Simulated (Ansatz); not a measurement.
Consider interstitial O in alpha quartz, charge state -2. These are PBE, PAW (plane waves to 420 eV; Ansatz, a quantum-chemistry and plane-wave program) values and carry that method's errors.

Settings: 72 host sites, the relaxed PBE lattice, the Γ point alone, smearing 0.01 eV, spin-restricted, no image-charge correction. Energies are static. The charge state is imposed; whether it is stable for some Fermi level was not computed. Sites that were not tried may lie lower.

Barriers: single points on a 2×2×2 k-point mesh shifted by half a step along c at the bands' geometries.

Relaxed starting cell (atoms counted from 1):

```
CELL_PARAMETERS angstrom
     10.04225     0.00000     0.00000
     -5.02113     8.69685     0.00000
      0.00000     0.00000    11.01902
ATOMIC_POSITIONS crystal
  Si 0.00374 0.24580 0.16221
  Si 0.98294 0.22290 0.68056
  Si 0.99313 0.74000 0.16423
  Si 0.00036 0.73724 0.66564
  Si 0.50586 0.24255 0.17293
  Si 0.49533 0.24122 0.66474
  Si 0.50093 0.74223 0.16302
  Si 0.51932 0.76819 0.67310
  Si 0.26611 0.26232 0.00127
  Si 0.24802 0.25651 0.49923
  Si 0.24824 0.74898 0.99706
  Si 0.26249 0.76079 0.50069
  Si 0.75695 0.25143 0.99998
  Si 0.76290 0.26201 0.50136
  Si 0.76515 0.77512 0.99079
  Si 0.76623 0.76886 0.50273
  Si 0.24279 0.00110 0.33217
  Si 0.23819 0.99839 0.83300
  Si 0.24355 0.50370 0.33234
  Si 0.25667 0.50536 0.83004
  Si 0.74170 0.00487 0.33019
  Si 0.76385 0.03915 0.82420
  Si 0.73296 0.50112 0.33772
  Si 0.73751 0.49835 0.83317
  O  0.13137 0.21024 0.10279
  O  0.10330 0.19005 0.58507
  O  0.10931 0.69622 0.09545
  O  0.12791 0.70442 0.60261
  O  0.64876 0.23134 0.12076
  O  0.61852 0.21096 0.59370
  O  0.62612 0.71540 0.09154
  O  0.63768 0.72416 0.60670
  O  0.29145 0.42027 0.43434
  O  0.30225 0.42255 0.93836
  O  0.29154 0.92047 0.43841
  O  0.28402 0.90944 0.93326
  O  0.79606 0.42013 0.43130
  O  0.77697 0.40829 0.93537
  O  0.79720 0.91940 0.42589
  O  0.80071 0.92995 0.92437
  O  0.38044 0.07763 0.23208
  O  0.37497 0.08220 0.73369
  O  0.38423 0.58445 0.23495
  O  0.41476 0.62190 0.75952
  O  0.87796 0.08952 0.23046
  O  0.88189 0.03284 0.71040
  O  0.86157 0.58653 0.23171
  O  0.87385 0.57959 0.73149
  O  0.42256 0.28879 0.06711
  O  0.40655 0.29055 0.56799
  O  0.40252 0.78265 0.06892
  O  0.41858 0.78742 0.56418
  O  0.92590 0.29967 0.05989
  O  0.91599 0.28929 0.56695
  O  0.91883 0.80389 0.06574
  O  0.92545 0.79024 0.55871
  O  0.21424 0.13259 0.38912
  O  0.21001 0.12566 0.90101
  O  0.21083 0.63228 0.39373
  O  0.19631 0.61209 0.89782
  O  0.70492 0.12558 0.39868
  O  0.66832 0.08410 0.93878
  O  0.70119 0.62473 0.40736
  O  0.71470 0.63125 0.89733
  O  0.08683 0.38284 0.26226
  O  0.14067 0.38449 0.73536
  O  0.08602 0.87258 0.26577
  O  0.08149 0.87268 0.76621
  O  0.56927 0.37510 0.27816
  O  0.57837 0.37920 0.76380
  O  0.58413 0.88028 0.26209
  O  0.59614 0.92183 0.75240
  O  0.86987 0.23119 0.79925
```
Cell charge -2.

End state 1 differs by these moves (Å; atoms that move under 0.15 Å are left out):

| atom | element | Δx | Δy | Δz |
|---|---|---|---|---|
| 5 | Si | -0.14 | 0.03 | -0.08 |
| 9 | Si | -0.16 | -0.02 | -0.06 |
| 20 | Si | -0.07 | 0.03 | -0.14 |
| 26 | O | 0.05 | -0.04 | 0.21 |
| 29 | O | -0.21 | -0.07 | -0.23 |
| 34 | O | -0.17 | -0.07 | -0.14 |
| 38 | O | 0.08 | 0.15 | -0.07 |
| 44 | O | 0.11 | -0.18 | -0.12 |
| 46 | O | -0.72 | 0.18 | -0.43 |
| 49 | O | -0.19 | 0.07 | -0.01 |
| 52 | O | 0.02 | 0.10 | 0.13 |
| 53 | O | -0.17 | 0.07 | 0.12 |
| 54 | O | -0.05 | 0.18 | 0.04 |
| 57 | O | -0.06 | -0.14 | 0.14 |
| 60 | O | 0.05 | 0.13 | -0.09 |
| 62 | O | 0.03 | 0.32 | -0.37 |
| 66 | O | -0.26 | 0.31 | -0.26 |
| 72 | O | 0.10 | -0.29 | 0.36 |
| 73 | O | 0.99 | -0.25 | 0.36 |

Question: Predict the forward and backward barriers to end state 1 from PBE, PAW.

Answer: forward 0.059 eV, backward 0.062 eV; at the saddle point atom 73 has neighbours 2 Si at 1.72 Å. The saddle point's order was not checked.
